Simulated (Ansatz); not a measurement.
## A computed series for Y5Ge3: pressure series

Base system: Y$_{5}$Ge$_{3}$ (space group P6_3/mcm, No. 193; a = 8.4210 Å, c = 6.3356 Å; a cell from a computed database, its experimental status unchecked).

Cell and atoms are relaxed at each pressure.

The values are results of Ansatz (a program for electronic structure) PBEsol, spin-orbit coupling left out, not measurements.

```json
[
 {"pressure (GPa)": "-2", "volume per atom (Å³/atom)": "25.018"},
 {"pressure (GPa)": "-1", "volume per atom (Å³/atom)": "24.655"},
 {"pressure (GPa)": "0", "volume per atom (Å³/atom)": "24.318"},
 {"pressure (GPa)": "0.3", "volume per atom (Å³/atom)": "24.221"},
 {"pressure (GPa)": "1.5", "volume per atom (Å³/atom)": "23.852"},
 {"pressure (GPa)": "3", "volume per atom (Å³/atom)": "?"},
 {"pressure (GPa)": "5", "volume per atom (Å³/atom)": "22.913"},
 {"pressure (GPa)": "7.5", "volume per atom (Å³/atom)": "22.338"},
 {"pressure (GPa)": "10", "volume per atom (Å³/atom)": "21.825"}
]
```

Q: Fit the third-order Birch–Murnaghan form P(V) = (3B₀/2)[(V₀/V)^(7/3) − (V₀/V)^(5/3)]·[1 + (3/4)(B₀′ − 4)((V₀/V)^(2/3) − 1)] (squares taken in P) to the rows shown and predict the withheld row.

A: Least squares on the printed values gives V₀ = 24.318 Å³/atom, B₀ = 74.6 GPa, B₀′ = 4.0; this predicts 23.427 Å³/atom, and the run gives 23.427 Å³/atom, in agreement.

Load acts through the strain it causes; cell and atoms are relaxed under it. Stability against distortions was not tested. No other phases were tried under pressure. The final runs are not spin-polarised.
